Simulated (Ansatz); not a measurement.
System: Si₂N₂O (Cmc2₁, No. 36). Method: PBE0 (Ansatz, a quantum-chemistry and plane-wave program, plane waves, PAW).

Settings: plane-wave cutoff 460 eV, 6×6×6 k mesh, Fermi–Dirac smearing 0.01 eV, scalar-relativistic PAW data made under PBE.

Cell (relaxed with PBEsol):

```
N2OSi2
1.0
    4.46060    -2.75870     0.00000
    4.46060     2.75870     0.00000
    0.00000     0.00000     4.86496
Si N O
4 4 2
Direct
  0.32749   0.02570   0.72892
  0.67251   0.97430   0.22892
  0.97430   0.67251   0.72892
  0.02570   0.32749   0.22892
  0.34220   0.09411   0.38375
  0.65780   0.90589   0.88375
  0.90589   0.65780   0.38375
  0.09411   0.34220   0.88375
  0.21222   0.78778   0.78193
  0.78778   0.21222   0.28193
```

Q: Give the computed band gap.

A: 
* **band gap**: 7.29 eV (on the SCF k mesh) (direct)

Note: cell and atoms aren't relaxed at this level (pressure -2.6 GPa).

The computed numbers hold no vibrational or temperature effects.

It cost around 7 core-minutes (rough) of CPU time.
